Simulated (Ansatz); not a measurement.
Output of an Ansatz run (abridged):

```
WARN ansatz: RAYON_NUM_THREADS=1 ignored (pool sized by the plan → 1); use --threads N
Pseudopotentials: kind: paw
Pseudopotential: Na, paw, valence charge 9
Pseudopotential: Pd, paw, valence charge 18
Crystal: 4 atoms, lattice volume = 95.696 Å³
Basis set: ecut = 420 eV, 1839 PW (Γ)
Bands: 27, of which v1, the nominal top of the filled ones, is band 23 counted from 1 (22 counted from 0)
Symmetry: 16 space group operations
Space group: I4/mmm (ITA 139), of the structure as read, at distance tolerance 4.6e-5 Å
k-points: 102 of 1000
PAW frozen core: Na, regenerated for the run's functional, and the local potential with it
PAW frozen core: Pd, regenerated for the run's functional, and the local potential with it
Initial density: superposition of atomic densities (neutral atoms: chi_scale 0, normalization atom), corrected by the library's trained network
Initial wavefunctions: pseudopotential atomic-orbital guess
Eigensolver: davidson
Functional: x = slater, c = lda
SCF iter   1: F=—  HF=-11244.171985 eV  |F-HF|=—  |Δ(HF+E_count)|=         —  Δρ=7.66e-3  dr2=4.09e-2  ethr=1.77e-3  ⟨swp⟩=5.2  Hψ=10550  notcnv=0
all-band conjugate gradients solve this SCF's bands
preconditioner: auto → Kerker (q_TF=auto, 2.406 Å⁻¹)
SCF iter   2: F=—  HF=-11244.157159 eV  |F-HF|=—  |Δ(HF+E_count)|=   1.48e-2  Δρ=2.51e-3  dr2=3.22e-3  ethr=9.08e-5  ⟨swp⟩=2.0  Hψ=5098  notcnv=0  defer=2
SCF iter   3: F=—  HF=-11244.156490 eV  |F-HF|=—  |Δ(HF+E_count)|=   6.69e-4  Δρ=9.32e-4  dr2=8.55e-4  ethr=7.16e-6  ⟨swp⟩=2.0  Hψ=4503  notcnv=0  defer=2
SCF iter   4: F=—  HF=-11244.156498 eV  |F-HF|=—  |Δ(HF+E_count)|=   8.37e-6  Δρ=4.06e-4  dr2=1.62e-4  ethr=1.90e-6  ⟨swp⟩=2.1  Hψ=3103  notcnv=0  defer=2
SCF iter   5: F=—  HF=-11244.156541 eV  |F-HF|=—  |Δ(HF+E_count)|=   4.29e-5  Δρ=9.61e-5  dr2=1.37e-5  ethr=3.61e-7  ⟨swp⟩=2.0  Hψ=3118  notcnv=0  defer=2
SCF iter   6: F=—  HF=-11244.156540 eV  |F-HF|=—  |Δ(HF+E_count)|=   8.65e-7  Δρ=3.06e-5  dr2=1.33e-6  ethr=3.05e-8  ⟨swp⟩=2.2  Hψ=3448  notcnv=0  defer=2
SCF iter   7: F=—  HF=-11244.156540 eV  |F-HF|=—  |Δ(HF+E_count)|=   3.08e-7  Δρ=1.07e-5  dr2=2.22e-7  ethr=2.96e-9  ⟨swp⟩=2.0  Hψ=3418  notcnv=0  defer=2
SCF iter   8: F=-11244.156540 eV  HF=-11244.156540 eV  |F-HF|=1.21e-8  |Δ(HF+E_count)|=   3.35e-8  Δρ=3.14e-6  dr2=1.64e-8  ethr=2.22e-10  ⟨swp⟩=4.1  Hψ=8276  notcnv=0
SCF 1 converged in 8 iterations: F = -11244.156540 eV  dr2 = 1.64e-8
SCF converged after 8 iterations
Free energy (F): -11244.156540 eV
Harris-Foulkes:  -11244.156540 eV  (|F-HF|=1.21e-8)
Internal energy: -11244.112047 eV  (E = F + TS)
E sigma→0 (E₀):  -11244.134294 eV
Entropy (-TS):   -0.044493 eV (-11.123 meV/atom)
Fermi energy:    5.039789 eV
--- Per-component energies (eV) ---
  E_band       = -1002.244775
  E_kinetic    = 878.057245
  E_local      = -6728.136634  (includes V_loc(G=0)·N_el)
  E_nonlocal   = 574.452822
  E_hartree    = 2543.479621
  E_xc         = -279.899205
  E_vxc        = -357.348555  (∫ρ·V_xc dr)
  E_paw        = -4358.592051  (= ΣΔE_a)
  E_vpaw       = -456.225673  (= ΣTr[D̂ρ^β])
  E_aug_tail   = 0.000182  (compensation charges beyond the density's cutoff)
  E_ewald      = -3874.577431
  E_core_change = 1.103404  (= ΣΔE_core)
  E_smearing   = -0.044493  (= −TS)
  E_closure    = -0.000000  (closes the sum)
  Σ components = -11244.156540   (vs F -11244.156540, Δ=0.00e0)
--- Forces (eV/Å), atoms counted from 1 ---
  atom   1  Na     0.00000000     0.00000000     0.00000000
   [... zero for the other atoms too ...]
  max |Σ_I F_I| component: 2.17e-19 eV/Å
--- Stress (GPa, compression-positive) ---
       -2.634631       0.000000      -0.000000
        0.000000      -2.634631      -0.000000
        0.000000       0.000000      -2.900374
  P = ⅓ Tr σ = -2.7232 GPa (-27.232 kbar)
  The stress holds the Pulay correction. Without it, at fixed plane waves, as pw.x and ABINIT print it: P = -2.7272 GPa
--- Band table (eV; the first three rows and the last of 102) ---
  k-point 0: bands = ["-77.9685", "-47.0201", "-46.6372", "-46.6315", "-43.7919", "-43.7775", "-43.7775", "-19.5809", "-19.5136", "-19.5136", "-19.1855", "-19.1855", "-19.1342", "-19.1342", "-19.1310", "-19.1300", "0.9775", "3.3051", "3.3741", [...]
  k-point 1: bands = ["-77.9685", "-47.0200", "-46.6369", "-46.6317", "-43.7919", "-43.7775", "-43.7775", "-19.5811", "-19.5142", "-19.5136", "-19.1856", "-19.1803", "-19.1399", "-19.1342", "-19.1310", "-19.1297", "1.1181", "3.3312", "3.3743", [...]
  k-point 2: bands = ["-77.9685", "-47.0200", "-46.6363", "-46.6325", "-43.7919", "-43.7775", "-43.7775", "-19.5814", "-19.5156", "-19.5136", "-19.1857", "-19.1666", "-19.1549", "-19.1338", "-19.1308", "-19.1291", "1.5309", "3.3177", "3.4068", [...]
  k-point 101: bands = ["-77.9685", "-47.0199", "-46.6373", "-46.6316", "-43.7918", "-43.7775", "-43.7775", "-19.5763", "-19.5169", "-19.5169", "-19.1807", "-19.1807", "-19.1435", "-19.1358", "-19.1358", "-19.1245", "2.5856", "3.2088", "3.5333", [...]
```

The structure:

```xyz
4
Lattice="-2.3825 2.3825 4.2149 2.3825 -2.3825 4.2149 2.3825 2.3825 -4.2149" Properties=species:S:1:pos:R:3 pbc="T T T"
Na     0.0000     2.3825     2.1074
Na     2.3825     0.0000     2.1074
Na     0.0000     0.0000     4.2149
Pd     0.0000     0.0000     0.0000
```

### Question
Write an input that gives this output.

### Answer
Other spellings and defaults could give the same log, and not every line can be read from it. The input that was run (DFT, LDA (PW92), plane waves, default PAW files made with PBE):

Ansatz 0.2 input:
```yaml
# Na3Pd
crystal:
  lattice:
    - [-2.382451, 2.382451, 4.214877]
    - [2.382451, -2.382451, 4.214877]
    - [2.382451, 2.382451, -4.214877]
  atoms:
    - { symbol: Na, position: [0.750000, 0.250000, 0.500000] }
    - { symbol: Na, position: [0.250000, 0.750000, 0.500000] }
    - { symbol: Na, position: [0.500000, 0.500000, 0.000000] }
    - { symbol: Pd, position: [0.000000, 0.000000, 0.000000] }
basis:
  ecutwfc: 420.0
kpoints:
  mp_grid: { grid: [10, 10, 10] }
hamiltonian:
  xc: lda
  pseudopotentials: { kind: paw }
scf:
  occupations: { method: fermi_dirac, width: 0.1 }
output:
  forces: true
  eigenvalues: true
  stress: true
```

The starting cell comes from a database of computed structures (which also holds hypothetical and non-ambient phases and stackings), without a prior relaxation at this level. Its lattice was rescaled by up to half a per cent. Spin polarisation is off. Ansatz's pressure includes its estimate of the finite-basis (Pulay) stress.

Ansatz is a quantum-chemistry and plane-wave program.
